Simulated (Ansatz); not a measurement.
The starting structures come from a database of crystals and need not be the phases stable at ambient conditions.

 Where the default PAW files enter, the runs use the earlier of Ansatz's two default sets.

The decay constant κ of evanescent states in the gap governs leakage through a thin film.

Data:

```
InK2NaF6
1.0
    6.17416     0.00000     0.00000
    0.00000     8.73158     0.00000
    3.08708     4.36579     3.08708
K Na In F
2 1 1 6
Cartesian
  6.17416  10.91447   3.08708
  3.08708   2.18289   0.00000
  0.00000   4.36579   0.00000
  0.00000   0.00000   0.00000
  7.65917   8.73158   1.48501
  7.77623   4.36579   1.60207
  4.68915   8.73158   1.48501
  4.57209   4.36579   1.60207
  0.00000   6.63146   0.00000
  0.00000   2.10012   0.00000
```

Space group of this cell: Fm-3m. The cell is taken as given; by PBEsol its mean pressure is -2.5 GPa.

Transport runs along the normal of the first two printed cell vectors, the (110) plane of the conventional cell.

The gap is the functional's own. No spin-orbit coupling. Mid-gap values are interpolated on the energy grid.

**Question.** Predict the band gap and the smallest decay constant κ at mid-gap from Ansatz (a program for electronic structure) with PBEsol.

**Answer.** Gap 5.14 eV on a 10×10×10 mesh; κ = 0.479 1/Å, at the zone centre.
